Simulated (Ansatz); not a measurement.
Functionals compared on the (22-41) surface of hcp Os in its 1x1 cell, outermost plane spacing 0.34 Å in the ideal cut, in Ansatz (plane waves, PAW). The structure was relaxed with PBE; the other rows are single points on it. Cutoff 420 eV (500 eV for r2SCAN).

Model: 31-atom slab, 10.2 Å thick at the start (thin: gaps and levels are the slab's own), 8x5x1 mesh, Fermi-Dirac 0.1 eV, dipole correction, all atoms relaxed; held to the start's symmetry, so lower structures may exist; no spin, no spin-orbit, no U. These notes are the PBE run's.

| functional | work function of the top face (eV) | rough cost of the single point |
|---|---|---|
| PBE | 4.70 | – |
| LDA | 5.03 | very roughly 8 core-minutes |
| PBEsol | (withheld) | very roughly 8 core-minutes |
| RPBE | 4.56 | very roughly 8 core-minutes |
| r2SCAN | 4.73 | around 16 core-minutes (rough) |

Fill in the missing entries.


- PBEsol, work function of the top face (eV): 4.81

Ansatz is a quantum-chemistry and plane-wave program.
